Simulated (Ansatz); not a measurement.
**BP, pressure series**

Consider BP in the zinc blende structure (space group F-43m, No. 216; a = 4.537 Å).

Cell and atoms are relaxed at each pressure.

Computed with r2SCAN in Ansatz (plane waves to 500 eV, PAW, without spin-orbit coupling).

| pressure (GPa) | volume per atom (Å³/atom) |
|---|---|
| -2 | 11.812 |
| -1 | 11.740 |
| 0 | 11.671 |
| 1.8 | 11.549 |
| 4.2 | 11.396 |
| 18 | ? |
| 30 | 10.174 |
| 45 | 9.672 |
| 60 | 9.260 |

Fit the third-order Birch–Murnaghan form P(V) = (3B₀/2)[(V₀/V)^(7/3) − (V₀/V)^(5/3)]·[1 + (3/4)(B₀′ − 4)((V₀/V)^(2/3) − 1)] (squares taken in P) to the rows shown and predict the withheld row.

Least squares on the printed values gives V₀ = 11.670 Å³/atom, B₀ = 170 GPa, B₀′ = 3.7; this predicts 10.668 Å³/atom, and the run gives 10.668 Å³/atom, in agreement.

Measured bulk modulus of BP: 176.5 GPa (static lattice; corrected from measurement; as listed in Tamar Goldzak et al., The Journal of Chemical Physics (2022)); the computed value is 4 % below it.

Load acts through the strain it causes; cell and atoms are relaxed under it. Whether these cells are dynamically stable was not tested. No other phases were tried under pressure.

Ansatz is a first-principles code.
